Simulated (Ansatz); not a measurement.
The parent structure is BaTiO$_{3}$ (space group P4mm, No. 99).

```cif
data_BaO3Ti
_chemical_formula_sum 'Ti1 Ba1 O3'
_space_group_name_H-M_alt 'P4mm'
_space_group_IT_number 99
_space_group_name_Hall 'P 4 -2'
_cell_length_a 3.95547
_cell_length_b 3.95547
_cell_length_c 4.04610
_cell_angle_alpha 90.000
_cell_angle_beta 90.000
_cell_angle_gamma 90.000
loop_
_atom_site_label
_atom_site_type_symbol
_atom_site_symmetry_multiplicity
_atom_site_Wyckoff_symbol
_atom_site_fract_x
_atom_site_fract_y
_atom_site_fract_z
_atom_site_occupancy
Ti1 Ti 1 b 0.50000 0.50000 0.44711 1
Ba1 Ba 1 a 0.00000 0.00000 0.93192 1
O1 O 1 b 0.50000 0.50000 0.90181 1
O2 O 2 c 0.00000 0.50000 0.41258 1
```

Levels (all Ansatz, a first-principles code, PAW, earlier PAW set): PBEsol (420 eV, without spin-orbit coupling); r2SCAN (500 eV, scalar-relativistic without spin-orbit coupling).

The geometry is relaxed with PBEsol.

| Item | Result |
|---|---|
| PBEsol lowest conduction level above the VBM at special points | Γ 1.85 eV; Z 1.98 eV; X 2.34 eV; R 3.70 eV |
| PBEsol smallest direct gap | 2.22 eV |
| PBEsol width of the top valence band | 1.17 eV |

**Question.** How does going to r2SCAN change the lowest conduction level above the VBM at special points, smallest direct gap and width of the top valence band?

**Answer.** The lowest conduction level above the VBM at special points becomes Γ 2.26 eV; Z 2.38 eV; X 2.72 eV; R 4.03 eV (PBEsol: Γ 1.85 eV; Z 1.98 eV; X 2.34 eV; R 3.70 eV); the smallest direct gap goes up by 0.41 eV to 2.63 eV; the width of the top valence band grows by 0.03 eV (1.17 eV → 1.20 eV).

Single points use the geometry relaxed with PBEsol. Whether these cells are dynamically stable was not tested. The final runs are not spin-polarised.
